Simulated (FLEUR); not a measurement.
**Equation of state of fcc Ca (space group 225): energy against volume (FLEUR, LDA)**

```
Ca
1.0
    0.00000     2.59505     2.59505
    2.59505     0.00000     2.59505
    2.59505     2.59505     0.00000
Ca
1
Direct
  0.00000   0.00000   0.00000
```

Level of theory: LDA (Perdew-Zunger), all-electron FLAPW (FLEUR), scalar-relativistic valence (FLEUR). Settings: Kmax = 4.33 1/bohr; GmaxXC = 17.3 1/bohr; xcFunctional = pz; jspins = 1; l_soc = F; mode = hist; fermiSmearingEnergy = 0.00183747 Htr; mesh (inpgen div1-3) = 28 28 28; inpgen gamma flag = true; Gmax = 17.3 1/bohr; numbands = 0; maxIterBroyd = 40; imix = Anderson; alpha = 0.05; precondParam = 0; minDistance = 1e-05 me/bohr^3. The cell above is the first row's. The rows scale it uniformly. In all rows the k mesh is held. E is the free energy at the stated smearing, counted from the lowest row.

| V (Å^3/atom) | E (meV/atom) |
|---|---|
| 34.9514 | ? |
| 35.7113 | 9.02 |
| 36.4711 | 3.92 |
| 37.2309 | 0.97 |
| 37.9907 | 0.00 |
| 38.7505 | 0.85 |
| 39.5103 | 3.38 |
| 40.2702 | 7.46 |
| 41.0299 | 12.97 |

The 8 complete rows are fitted with the third-order Birch-Murnaghan form, a cubic in V^(-2/3), E against V. With u = V^(-2/3) - 0.0880, the rows have u = 0.0042139, 0.0029287, 0.0016873, 0.0004875, -0.0006730, -0.0017962, -0.0028841, -0.0039380. Least squares gives E = 0.139 - 609.7·u + 659095·u² - 3399123·u³. Residuals (row less fit): 0.001, -0.001, 0.000, 0.002, 0.001, 0.000, -0.001, 0.001; standard error 0.002 (degrees of freedom: 4). Its minimum lies at u = 0.0004642, so V0 = (0.0884642)^(-3/2) = 38.01. There d²E/du² = 1309000 and d³E/du³ = -2.039e7, so B0 = (4/9) × 38.01^(-7/3) × 1309000 × 0.160218 = 19.2 GPa (the last factor turns the table's units into GPa), and B0' = 4 + (2/3) × 0.0884642 × (-2.039e7)/1309000 = 3.1.

### Question
Estimate the missing E (V = 34.9514); what did the run itself give?

### Answer
u = 0.0055457, so E = 0.139 - 609.7 × 0.0055457 + 659095 × 0.0055457² - 3399123 × 0.0055457³ = 16.448 meV/atom. The calculation gives 16.45 meV/atom, which the fit meets to the printed digits. The row lies outside the fitted rows, so this is an extrapolation. From the scatter of the fitted rows alone, a prediction at this place has a standard error of 0.005 meV/atom, so the miss is 0.4 times that.

Carrying the step between the two nearest rows on in a straight line would have given 14.12, off by 2.33; series whose last step already gives the withheld value aren't shown. The reference cell has the volume at which an earlier scan in this program and functional put its minimum by a fit (its basis settings may differ). Values depend on the basis (sphere radii, cutoffs, local orbitals), which need not be converged. Cutoffs and mesh are single choices, not tested for convergence of this quantity. Series with a scatter that would blur these digits, or in which a gap closes, are not shown. Nor are scans whose minimum lies at an end fitted in this form.
